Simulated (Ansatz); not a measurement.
Consider HfO2 (space group P4_2/nmc, No. 137; a = 3.5770 Å, c = 5.2036 Å).

Calculations: Ansatz (a quantum-chemistry and plane-wave program), r2SCAN, PAW, cutoff 500 eV, spin-orbit coupling left out, earlier PAW set.

One change was made to it. Results:

```tsv
quantity	base	after
band gap	5.27 eV	5.21 eV
smallest direct gap	5.34 eV	5.35 eV
gap character	indirect, Z → Γ	indirect, A → Γ
density	10.50 g/cm³	10.87 g/cm³
width of the top valence band	0.98 eV	1.10 eV
```

Q: Name the change that was made.
(A) pressure 7.5 GPa
(B) pressure −2 GPa
(C) pressure −1 GPa
(D) pressure 0.3 GPa

A: A, pressure 7.5 GPa. For comparison, the band gap in the other runs: pressure −2 GPa gives 5.26 eV; pressure −1 GPa gives 5.27 eV; pressure 0.3 GPa gives 5.27 eV.

With Hf present, leaving out spin-orbit coupling can change the band edges. Load acts through the strain it causes; cell and atoms are relaxed under it. Whether these cells are dynamically stable was not tested. Competing high-pressure phases were not computed. This is not the structure that HfO2 has at room temperature and ambient pressure.
